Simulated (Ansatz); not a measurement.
## Ansatz run on NbH (I4mm, 2 atoms in the cell): self-consistent single point

Level of theory: PBEsol, default PAW files made with PBE (plane waves; Ansatz, an electronic-structure program).

The input file:

Ansatz 0.2 input:
```yaml
crystal:
  lattice:
    - [-1.598930, 1.598930, 1.974378]
    - [1.598930, -1.598930, 1.974378]
    - [1.598930, 1.598930, -1.974378]
  atoms:
    - { symbol: Nb, position_ang: [-0.000000, 0.000000, 0.049999] }
    - { symbol: H, position_ang: [0.000000, 0.000000, 1.974378] }
basis:
  ecutwfc: 420.0 eV
kpoints:
  mp_grid:
    grid: [14, 14, 14]
hamiltonian:
  xc: pbesol
  pseudopotentials:
    kind: paw
scf:
  occupations:
    method: fermi_dirac
    width: 0.1 eV
output:
  forces: true
  eigenvalues: true
  stress: true
```

The program printed (abridged):

```
WARN ansatz: RAYON_NUM_THREADS=1 ignored (pool sized by the plan → 1); use --threads N
Pseudopotentials: kind: paw
Pseudopotential: Nb, paw, valence charge 13
Pseudopotential: H, paw, valence charge 1
Crystal: 2 atoms, lattice volume = 20.191 Å³
Basis set: ecut = 420 eV, 379 PW (Γ), exchange–correlation on 48×48×48 points (8 copies of the dense FFT grid, shifted against one another)
Bands: 11, of which v1, the nominal top of the filled ones, is band 7 counted from 1 (6 counted from 0)
Symmetry: 8 space group operations
Space group: I4mm (ITA 107), of the structure as read, at distance tolerance 2.7e-5 Å
k-points: 244 of 2744 (time reversal used)
PAW frozen core: Nb, regenerated for the run's functional, and the local potential with it
Initial density: superposition of atomic densities (neutral atoms: chi_scale 0, normalization atom), corrected by the library's trained network
Initial wavefunctions: pseudopotential atomic-orbital guess
Eigensolver: davidson
Functional: x = pbesol(κ = 0.804, μ = 0.12345679012345678), c = pbesol(β = 0.046)
SCF iter   1: F=—  HF=-4511.488707 eV  |F-HF|=—  |Δ(HF+E_count)|=         —  Δρ=7.11e-3  dr2=5.67e-3  ethr=1.77e-3  ⟨swp⟩=5.0  Hψ=14441  notcnv=0
all-band conjugate gradients solve this SCF's bands
preconditioner: auto → none
SCF iter   2: F=—  HF=-4511.487936 eV  |F-HF|=—  |Δ(HF+E_count)|=   7.71e-4  Δρ=4.05e-3  dr2=1.95e-3  ethr=4.05e-5  ⟨swp⟩=1.2  Hψ=4719  notcnv=0
SCF iter   3: F=—  HF=-4511.487462 eV  |F-HF|=—  |Δ(HF+E_count)|=   4.74e-4  Δρ=3.99e-4  dr2=1.99e-5  ethr=1.39e-5  ⟨swp⟩=1.9  Hψ=2908  notcnv=0
SCF iter   4: F=—  HF=-4511.487458 eV  |F-HF|=—  |Δ(HF+E_count)|=   3.82e-6  Δρ=1.13e-4  dr2=2.26e-6  ethr=1.42e-7  ⟨swp⟩=2.0  Hψ=4403  notcnv=0
SCF iter   5: F=—  HF=-4511.487457 eV  |F-HF|=—  |Δ(HF+E_count)|=   4.70e-7  Δρ=3.92e-5  dr2=1.36e-7  ethr=1.62e-8  ⟨swp⟩=2.2  Hψ=3584  notcnv=0
SCF iter   6: F=-4511.487457 eV  HF=-4511.487457 eV  |F-HF|=1.15e-8  |Δ(HF+E_count)|=   7.01e-9  Δρ=1.48e-5  dr2=1.98e-8  ethr=7.14e-10  ⟨swp⟩=4.0  Hψ=7850  notcnv=0
SCF 1 converged in 6 iterations: F = -4511.487457 eV  dr2 = 1.98e-8
SCF converged after 6 iterations
Free energy (F): -4511.487457 eV
Harris-Foulkes:  -4511.487457 eV  (|F-HF|=1.15e-8)
Internal energy: -4511.451196 eV  (E = F + TS)
E sigma→0 (E₀):  -4511.469327 eV
Entropy (-TS):   -0.036262 eV (-18.131 meV/atom)
Fermi energy:    17.083926 eV
--- Per-component energies (eV) ---
  E_band       = -77.842104
  E_kinetic    = 408.523808
  E_local      = -718.996900  (includes V_loc(G=0)·N_el)
  E_nonlocal   = 122.471541
  E_hartree    = 221.946692
  E_xc         = -183.760911
  E_vxc        = -224.630189  (∫ρ·V_xc dr)
  E_paw        = -3018.094327  (= ΣΔE_a)
  E_vpaw       = -109.099784  (= ΣTr[D̂ρ^β])
  E_aug_tail   = -0.001137  (compensation charges beyond the density's cutoff)
  E_ewald      = -1343.728670
  E_core_change = 0.188709  (= ΣΔE_core)
  E_smearing   = -0.036262  (= −TS)
  E_closure    = -0.000000  (closes the sum)
  Σ components = -4511.487457   (vs F -4511.487457, Δ=0.00e0)
--- Forces (eV/Å), atoms counted from 1 ---
  atom   1  Nb    -0.00000000    -0.00000000    -0.46164686
  atom   2  H      0.00000000     0.00000000     0.46164160
  max |Σ_I F_I| component: 5.25e-6 eV/Å
--- Stress (GPa, compression-positive) ---
       -4.969673      -0.000000       0.000000
       -0.000000      -4.969673      -0.000000
        0.000000      -0.000000      -4.060473
  P = ⅓ Tr σ = -4.6666 GPa (-46.666 kbar)
  The stress holds the Pulay correction. Without it, at fixed plane waves, as pw.x and ABINIT print it: P = -4.7722 GPa
--- Band table (eV; the first three rows and the last of 244) ---
  k-point 0: bands = ["-37.9045", "-13.5152", "-13.4621", "-13.4621", "7.4395", "16.3713", "16.3713", "17.7555", "18.0304", "18.9358", "27.1713"]
  k-point 1: bands = ["-37.8955", "-13.5351", "-13.5139", "-13.4708", "7.6172", "16.1920", "16.5439", "17.8241", "17.8354", "18.8083", "26.6705"]
  k-point 2: bands = ["-37.8703", "-13.6559", "-13.5901", "-13.4950", "8.0904", "15.7327", "17.0371", "17.1028", "18.0797", "18.8515", "26.2951"]
  k-point 243: bands = ["-37.6537", "-14.4165", "-13.9656", "-13.9656", "8.8761", "13.3711", "20.8223", "20.8512", "21.4894", "21.4894", "24.7922"]
```

The run converged in 6 iterations.

The starting cell comes from a database of computed structures (which also holds hypothetical and non-ambient phases and stackings), without a prior relaxation at this level. Its lattice was rescaled by up to half a per cent. One atom was moved a little off its site on purpose. Spin polarisation is off. With a pressure of about -5 GPa the cell is away from its equilibrium volume at this level. Ansatz's pressure includes its estimate of the finite-basis (Pulay) stress.
